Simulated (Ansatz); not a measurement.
## A computed series for Nb: response to strain

Take Nb in the bcc (W type) structure (space group Im-3m, No. 229; a = 3.273 Å; relaxed with 0.1 eV smearing) as the base. Axes: x, y, z lie along the cube axes.

Strains are applied to the cell and any free atomic positions relax.

Method: PBEsol, PAW, 420 eV (Ansatz, an electronic-structure program; no spin-orbit coupling).

Notes on the quantities. energy relative to the base: free energy F; pressure: mean of the normal stresses, compression positive.

```json
[
 {"variant": "base", "energy relative to the base": "0 meV/atom", "pressure": "0.0 GPa", "volume per atom": "17.53 Å³"},
 {"variant": "tensor shear ε_xy = +1.71 %", "energy relative to the base": "+0.9 meV/atom", "pressure": "0.1 GPa", "volume per atom": "17.52 Å³"},
 {"variant": "tensor shear ε_xy = +0.57 %", "energy relative to the base": "+0.1 meV/atom", "pressure": "0.0 GPa", "volume per atom": "17.53 Å³"},
 {"variant": "tensor shear ε_xy = +2.00 %", "energy relative to the base": "+1.2 meV/atom", "pressure": "0.1 GPa", "volume per atom": "17.52 Å³"},
 {"variant": "tensor shear ε_xy = +0.86 %", "energy relative to the base": "+0.2 meV/atom", "pressure": "0.0 GPa", "volume per atom": "17.53 Å³"},
 {"variant": "tensor shear ε_xy = +1.14 %", "energy relative to the base": "+0.4 meV/atom", "pressure": "0.0 GPa", "volume per atom": "17.53 Å³"},
 {"variant": "tensor shear ε_xy = +0.29 %", "energy relative to the base": "0.0 meV/atom", "pressure": "0.0 GPa", "volume per atom": "17.53 Å³"},
 {"variant": "tensor shear ε_xy = +1.43 %", "energy relative to the base": "(withheld)", "pressure": "0.0 GPa", "volume per atom": "17.53 Å³"}
]
```

Question: Complete the table.

Answer: 
- tensor shear ε_xy = +1.43 %, energy relative to the base: +0.6 meV/atom

Stability against distortions was not tested. The final runs are not spin-polarised.
